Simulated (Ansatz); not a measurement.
**Hypothetical fluorite TeO2: thickness series**

Take TeO2 in the fluorite structure (space group Fm-3m, No. 225; a hypothetical phase, not in the database extracts checked) as the base.

```
CELL_PARAMETERS angstrom
      0.00000     2.66168     2.66168
      2.66168     0.00000     2.66168
      2.66168     2.66168     0.00000
ATOMIC_POSITIONS crystal
  Te 0.00000 0.00000 0.00000
  O  0.25000 0.25000 0.25000
  O  0.75000 0.75000 0.75000
```

Cartesian axes are those of the cell as printed.

Free-standing slabs (3 atom(s) a layer) normal to [111] with 15 Å of vacuum; in-plane cell held at bulk.

Level of theory: PBEsol in Ansatz (plane waves to 420 eV, PAW, without spin-orbit coupling), earlier PAW set.

Notes on the quantities. excess energy per area of both faces: slab less bulk energy over the cell's area: twice a surface energy.

```csv
variant,gap character,excess energy per area of both faces,smallest direct gap,band gap,change of the spacing d12 from its bulk value of 0.768 Å
base,–,–,2.60 eV,0.73 eV,–
1 layer,direct at M,–,–,0.71 eV,-7.8 %
2 layers,"indirect, M–K (67 % along) → k = (0, 0.300, 0) in the run's primitive reciprocal basis",0.46 J/m²,2.57 eV,2.05 eV,-30.4 %
3 layers,"indirect, M → k = (0, 0.300, 0) in the run's primitive reciprocal basis",0.86 J/m²,1.39 eV,1.19 eV,-21.2 %
4 layers,"indirect, k = (0.200, -0.400, 0) in the run's primitive reciprocal basis → k = (0, 0.300, 0) in the run's primitive reciprocal basis",0.49 J/m²,2.06 eV,1.62 eV,-29.0 %
5 layers,"indirect, M → k = (0, 0.300, 0) in the run's primitive reciprocal basis",0.69 J/m²,1.50 eV,1.16 eV,-26.0 %
6 layers,"indirect, k = (0.200, -0.400, 0) in the run's primitive reciprocal basis → k = (0, 0.300, 0) in the run's primitive reciprocal basis",0.48 J/m²,1.82 eV,1.38 eV,-28.6 %
```

The excess energy carries the mismatch between the slab's and the bulk's meshes. Spin-orbit coupling, missing from the scalar runs, can matter with Te. Stability against distortions was not tested. k-point labels follow each cell's own Brillouin zone.

Ansatz is a quantum-chemistry and plane-wave program.
